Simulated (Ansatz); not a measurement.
The structure below was relaxed with DFT with PBEsol, PAW potentials and a 420 eV plane-wave cutoff in Ansatz (a program for electronic structure), no spin-orbit coupling.

Space group P6₃/mmc (No. 194); a = 2.4289 Å, b = 2.4289 Å, c = 3.8416 Å, α = 90.00°, β = 90.00°, γ = 120.00°

| atom | site | symmetry | x | y | z |
|---|---|---|---|---|---|
| Fe | 2d | -6m2 | 0.6667 | 0.3333 | 0.2500 |

**Question.** Write out a cell with all atoms.

**Answer.** 
```cif
data_Fe2
_chemical_formula_sum 'Fe2'
_space_group_name_H-M_alt 'P 1'
_space_group_IT_number 1
_cell_length_a 2.42886
_cell_length_b 2.42886
_cell_length_c 3.84158
_cell_angle_alpha 90.000
_cell_angle_beta 90.000
_cell_angle_gamma 120.000
loop_
_space_group_symop_operation_xyz
  'x, y, z'
loop_
_atom_site_label
_atom_site_type_symbol
_atom_site_fract_x
_atom_site_fract_y
_atom_site_fract_z
_atom_site_occupancy
Fe1 Fe 0.33333 0.66667 0.75000 1
Fe2 Fe 0.66667 0.33333 0.25000 1
```
This is the conventional cell.

No phonon test of stability was made. Seeded moments were not kept for Os → Fe. All final runs are without spin polarisation. The cell was made from Os by this change: Os → Fe; the result is a model cell, its experimental status unchecked. This is not the structure that Fe has at room temperature and ambient pressure.
